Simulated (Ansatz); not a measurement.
What isotropic strain +0.60 % does to BaTiO3

Take BaTiO3 in the cubic perovskite structure (space group Pm-3m, No. 221; a = 3.970 Å) as the base.

Modification: the cell is scaled by 1.0060 in all directions; the atoms relax in the strained cell.

The values are results of DFT with PBEsol, PAW potentials and a 420 eV plane-wave cutoff in Ansatz (a quantum-chemistry and plane-wave program), no spin-orbit coupling, not measurements. k-mesh 8×8×8 (Γ-centred); smearing 0.05 eV (Fermi–Dirac).

The shortest interatomic distance rises by 0.012 Å, from 1.985 Å to 1.997 Å and the energy rises by 2.2 meV/atom. The band gap drops by 0.04 eV (1.82 eV → 1.78 eV) and the gap character remains indirect, R → Γ. The smallest direct gap decreases by 0.016 eV to 1.88 eV and the mean gap deformation potential ΔEg/Δln V comes out as -2.1 eV. The width of the top valence band is still 0.98 eV.

Stability against distortions was not tested. All final runs are without spin polarisation. Many cubic perovskites are stable only at high temperature; tilts and polar distortions were not tested. This is not the structure that BaTiO3 has at room temperature and ambient pressure.
